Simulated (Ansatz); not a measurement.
GaN under load (space group Cmc2_1), r2SCAN with spin-orbit coupling, rigid bands in Ansatz (an electronic-structure program). Condition of this run: uniaxial stress along a of 8 GPa (compression positive) (the target of the relaxation). Band gap 2.27 eV, N_c = 2.20e18 cm⁻³ and N_v = 3.25e19 cm⁻³ at 300 K, conductivity masses along z (a = (3.10, 0.00, 0.00) Å; b = (-1.55, 2.78, 0.00) Å; c = (0.00, 0.00, 5.21) Å) of 0.179 mₑ (electrons) and 2.29 mₑ (holes). Take k_BT = 0.02585 eV.

### Question
Find the intrinsic carrier density and the intrinsic Fermi level.

### Answer
n_i = √(N_c N_v) exp(−E_g/2k_BT) = 8.46e18 × exp(−43.90) = 7.2e-1 cm⁻³. The level lies (k_BT/2) ln(N_v/N_c) = 35 meV from mid-gap (positive towards the conduction band). Each 0.1 eV added to the gap lowers n_i by a factor of 6.9.

### Question
What built-in voltage has an abrupt junction with N_A = 1e17 and N_D = 1e17 cm⁻³, all dopants ionised?

### Answer
V_bi = E_g/e − (k_BT/e) ln(N_c N_v/(N_A N_D)) = 2.27 − 0.02585 × 8.87 = 2.04 V, for the computed gap.

### Question
What thermal injection velocity √(2k_BT/πm) limits a ballistic channel along the direction named?

### Answer
1.27e7 cm/s for electrons and 3.56e6 cm/s for holes, a ratio of √(m_h/m_e) = 3.58, for dilute carriers.

Rigid bands with the computed gap; masses take one relaxation time for all states. Geometry: cell and atoms relaxed with PBEsol.
